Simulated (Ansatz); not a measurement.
A constructed model of the (111) surface of fcc Ir, a layer of Mo in place of the third plane (bottom of the slab: a bare face, its two planes held)

Level of theory: PBE (plane waves to 420 eV, PAW; Ansatz, a first-principles code).

Slab: 6 atoms, 11.3 Å thick at the start with caps and adatoms (thin: gaps and levels are the slab's own); k 16x16x1, smearing 0.1 eV, dipole-corrected; 2 atoms held, the rest relaxed; held to the start's symmetry, so lower structures may exist; no spin, no spin-orbit, no U. In PBE it lies 0.49 eV a 1x1 cell over the lowest computed structure of the same composition (a layer of Mo in place of the second plane).

| Property | Value |
|---|---|
| work function of the top face | 5.65 eV |
| energy released by relaxation | 0.043 eV |
| cost | around 80 core-seconds (rough) |
